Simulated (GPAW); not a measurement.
Short convergence ladders for WC (P3m1, 2 atoms in the cell)

```yaml
crystal:
  lattice:
    - [1.46227, -2.53274, 0.00000]
    - [1.46227, 2.53274, 0.00000]
    - [0.00000, 0.00000, 2.85420]
  atoms:
    - { symbol: W, position: [0.00000, 0.00000, 0.01752] }
    - { symbol: C, position: [0.33333, 0.66667, 0.50000] }
```

Base method: LDA (Perdew-Wang 92), GPAW PAW datasets LDA (gpaw-data 1.0.1) (plane waves; GPAW 25.7.0).

Base settings: mode = pw; ecut = 950 eV; xc = LDA; kpts = 6 6 5; mesh shift (steps) = 0 0 0; occupations.name = methfessel-paxton; occupations.width = 0.1 eV; occupations.order = 0; nbands = -8; convergence.density = 1e-05 e/electron.

The count of work is k-points × plane waves × bands × iterations; it is no time. 

**Shifted k-point meshes**

In this ladder: kpts_shift = 0.5 0.5 0.5.

Only quantities that move along the ladder and can be compared are tabulated.

```tsv
kpts	free energy less the last step's (meV/atom)	largest difference of a force vector from the last step's (eV/Å)	count of work / last
2 2 2	-306.92	0.006	0.0094
3 3 3	-108.20	0.069	0.027
4 4 4	-13.16	0.048	0.050
5 5 5	-3.60	0.021	0.10
6 6 6	0.20	0.012	0.16
11 11 10	0.00	0.000	1.0
```

Coarsest kpts that holds the free energy within 1 meV/atom of the last step, with all finer ones: 6 6 6, at 0.16 of the last step's count of work; the step before is off by 3.6 meV/atom.

Coarsest kpts that holds the forces within 0.01 eV/Å: not settled: the last two steps still differ by 0.012 eV/Å, over half the tolerance, so the ladder does not show it.

**The width of Fermi-Dirac smearing**

In this ladder: kpts = 10 10 8; occupations.name = fermi-dirac; occupations.order = default.

Narrow widths need finer meshes than wide ones, so the last steps can hold mesh noise.

Only quantities that move along the ladder and can be compared are tabulated; pressure and forces are left out, as mesh noise rules them at narrow widths.

```tsv
occupations.width	free energy less the last step's (meV/atom)	energy extrapolated to zero width less the last step's (meV/atom)
1 eV	-507.93	125.64
0.5 eV	-87.25	23.02
0.3 eV	-22.89	6.31
0.1 eV	0.00	0.00
```

Widest occupations.width that holds the energy extrapolated to zero width within 2 meV/atom: not settled: the last two steps still differ by 6.3 meV/atom, over half the tolerance, so the ladder does not show it.

Widest occupations.width that holds the free energy within 5 meV/atom: not settled: the last two steps still differ by 23 meV/atom, over half the tolerance, so the ladder does not show it.

The extrapolation to zero width removes most of the smearing's effect on the energy.

**The setting conv density**

Moved along: convergence.energy, convergence.eigenstates.

The mesh stays at the base's, so the ladder's end is converged at best in this setting alone.

Only quantities that move along the ladder and can be compared are tabulated.

```csv
convergence.density,largest difference of a force vector from the last step's (eV/Å)
0.001 e/electron,0.007
0.0001 e/electron,0.009
1e-05 e/electron,0.001
1e-06 e/electron,0.000
1e-07 e/electron,0.000
```

Coarsest convergence.density that holds the forces within 0.005 eV/Å of the last step, with all finer ones: 1e-05 e/electron; the step before is off by 0.009 eV/Å.

On the base run: the starting cell has typed, rounded lattice constants, without a prior relaxation at this level. Its lattice was rescaled by up to half a per cent. One atom was moved a little off its site on purpose. Spin polarisation is off. Without a gap this mesh is coarse (it stands for a supercell whose shortest vector is 14 Å).

Left out of this page: 2 runs of the series outside the window shown, repeating another row's setting, or not comparable; 1 run of the series unsound by tests on forces, stress, charge or solver warnings.
